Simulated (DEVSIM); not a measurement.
Structure: Ti/SiO2/n-Si capacitor, at 300 K.

```csv
layer (left to right),material,thickness (nm),Nd (cm⁻³)
1,SiO2,2.30,-
2,Si,3300,3e15
```

Metal gate on the left, work function 4.33 eV. Fixed charge at the semiconductor interface 0 cm⁻² (in units of +e); interface traps 4.2e11 cm⁻² eV⁻¹, uniform in energy, neutral level at 0.3 of the gap above the valence band.

Constants are typed, rounded textbook-type inputs, not results; the design itself was drawn at random and stands for no fabricated device. Values at 300 K.

| parameter | SiO2 | Si |
|---|---|---|
| gap (eV) | 9 | 1.124 |
| affinity (eV) | 0.9 | 4.05 |
| permittivity | 3.9 | 11.7 |
| Nc (cm⁻³) | - | 2.86e19 |
| Nv (cm⁻³) | - | 3.1e19 |

Model (solved in DEVSIM): 1D Poisson equation in equilibrium, Boltzmann statistics, complete ionisation; no quantum confinement or tunnelling. Metal contacts follow the ideal Schottky-Mott rule: no Fermi-level pinning, no interface dipoles.

Q: Tabulate band edges, carrier densities and field at -0.4 V on the gate.

A: Energies count from the Fermi level of the right contact; mesh points crowd at the junctions.

```tsv
x (μm)	Ec (eV)	Ev (eV)	n (cm⁻³)	p (cm⁻³)	field (V/cm)
0.000	3.830	-5.170	< 1e2	< 1e2	-36000
0.0008275	3.827	-5.173	< 1e2	< 1e2	-36000
0.001653	3.824	-5.176	< 1e2	< 1e2	-36000
0.002469	0.671	-0.453	1.5e8	7.7e11	-19000
0.004571	0.667	-0.457	1.8e8	6.6e11	-19000
0.008371	0.660	-0.464	2.3e8	5.0e11	-19000
0.01587	0.646	-0.478	4.1e8	2.9e11	-19000
0.03917	0.603	-0.521	2.1e9	5.5e10	-18000
0.08128	0.532	-0.592	3.3e10	3.6e9	-16000
0.1644	0.417	-0.707	2.8e12	4.1e7	-12000
0.3337	0.279	-0.845	5.8e14	200000	-4500
0.8892	0.237	-0.887	3.0e15	39000	≈ 0
1.760	0.237	-0.887	3.0e15	39000	≈ 0
2.546	0.237	-0.887	3.0e15	39000	≈ 0
3.020	0.237	-0.887	3.0e15	39000	≈ 0
3.164	0.237	-0.887	3.0e15	39000	≈ 0
3.235	0.237	-0.887	3.0e15	39000	≈ 0
3.271	0.237	-0.887	3.0e15	39000	≈ 0
3.291	0.237	-0.887	3.0e15	39000	≈ 0
3.297	0.237	-0.887	3.0e15	39000	≈ 0
3.300	0.237	-0.887	3.0e15	39000	≈ 0
3.302	0.237	-0.887	3.0e15	39000	≈ 0
```
